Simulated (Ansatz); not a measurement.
Results of PBEsol (Ansatz, a first-principles code, plane waves, PAW) for HgSe (P3₂21, No. 154, 6 atoms in the cell; start mp-1018722; a measured phase of this formula has another space group).

Run with plane-wave cutoff 500 eV, 10×10×4 k mesh (along the axes of the cell as run), gaussian smearing 0.02 eV, scalar-relativistic PAW data made under PBE.

Cell (relaxed at this level):

Space group P3₂21 (No. 154); a = 4.2586 Å, b = 4.2586 Å, c = 9.6729 Å, α = 90.00°, β = 90.00°, γ = 120.00°

| atom | site | symmetry | x | y | z |
|---|---|---|---|---|---|
| Hg | 3a | .2. | 0.3266 | 0.3266 | 0.0000 |
| Se | 3b | .2. | 0.4736 | 0.4736 | 0.5000 |

Give the computed band gap.


* **band gap**: 0.59 eV (on the SCF k mesh)

Note: the relaxation could not lower the start's symmetry, so the cell can be a saddle point above a distorted one.

Spin–orbit coupling is not included; with these elements it can move the gap by several tenths of an eV or more.

The computed numbers hold no vibrational or temperature effects.

The result took roughly 14 core-minutes.

A start named mp-… is a Materials Project structure, which need not be a measured phase.
